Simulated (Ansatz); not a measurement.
# Effective masses and thermopower of InP under load (space group R3m)

Here is the system:

```
CELL_PARAMETERS angstrom
      0.04268     2.98466     2.98466
      2.98466     0.04268     2.98466
      2.98466     2.98466     0.04268
ATOMIC_POSITIONS crystal
  In 0.00112 0.00112 0.00112
  P  0.24888 0.24888 0.24888
```

Level of theory: r2SCAN with spin-orbit coupling, rigid bands (plane waves, PAW; Ansatz, a program for electronic structure). Condition of this run: uniaxial stress along [111] of -2 GPa (compression positive) (the target of the relaxation). Geometry: cell and atoms relaxed with r2SCAN, then loaded as said.

```yaml
band_gap: 0.89 eV
electron conductivity mass (300 K, dilute): 0.080 mₑ
hole conductivity mass (300 K, dilute): 0.49 mₑ
effective density of states N_c (300 K): 5.2e17 cm⁻³
effective density of states N_v (300 K): 1.3e19 cm⁻³
density_of_states_mass_electrons: 0.076 mₑ
density_of_states_mass_holes: 0.64 mₑ
Seebeck coefficient, n-type 1e19 cm⁻³, 300 K: -54 μV/K
Seebeck coefficient, p-type 1e19 cm⁻³, 300 K: 293 μV/K
best p-type power factor at 300 K for τ = 10 fs (best axis; densities from 1e16 to 1e21 cm⁻³ tried, whether or not they can be reached): 10.7 μW/(cm·K²) at 3e20 cm⁻³
```

Rigid bands; masses and Seebeck coefficients take one relaxation time τ for all states and one kind of carrier; polarons and phonon drag are left out.
